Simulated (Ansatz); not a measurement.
**Cubic perovskite CsPbCl₃ (cubic high-temperature phase)**

Calculation: PBEsol-D3(BJ) (PAW; Ansatz, a program for electronic structure).

Settings: plane-wave cutoff 520 eV, 6×6×6 k mesh, Fermi–Dirac smearing 0.01 eV, scalar-relativistic PAW data made under PBE.

Cell (relaxed at this level):

```cif
data_Cl3CsPb
_chemical_formula_sum 'Cs1 Pb1 Cl3'
_space_group_name_H-M_alt 'P 1'
_space_group_IT_number 1
_cell_length_a 5.55611
_cell_length_b 5.55611
_cell_length_c 5.55611
_cell_angle_alpha 90.000
_cell_angle_beta 90.000
_cell_angle_gamma 90.000
loop_
_space_group_symop_operation_xyz
  'x, y, z'
loop_
_atom_site_label
_atom_site_type_symbol
_atom_site_fract_x
_atom_site_fract_y
_atom_site_fract_z
_atom_site_occupancy
Cs1 Cs 0.00000 0.00000 0.00000 1
Pb1 Pb 0.50000 0.50000 0.50000 1
Cl1 Cl 0.50000 0.00000 0.50000 1
Cl2 Cl 0.00000 0.50000 0.50000 1
Cl3 Cl 0.50000 0.50000 0.00000 1
```

For cubic perovskite CsPbCl₃ (cubic high-temperature phase), the bulk modulus B0 comes out as 27.2 GPa and the band gap is 1.68 eV. The direct gap at Γ is 5.80 eV and the pressure derivative B′ of the bulk modulus is 4.7.

Note: the relaxation could not lower the start's symmetry, so the cell can be a saddle point above a distorted one.

Spin–orbit coupling is not included; with these elements it can move the gap by several tenths of an eV or more.

The computed numbers hold no vibrational or temperature effects.

The result took roughly 50 core-seconds.
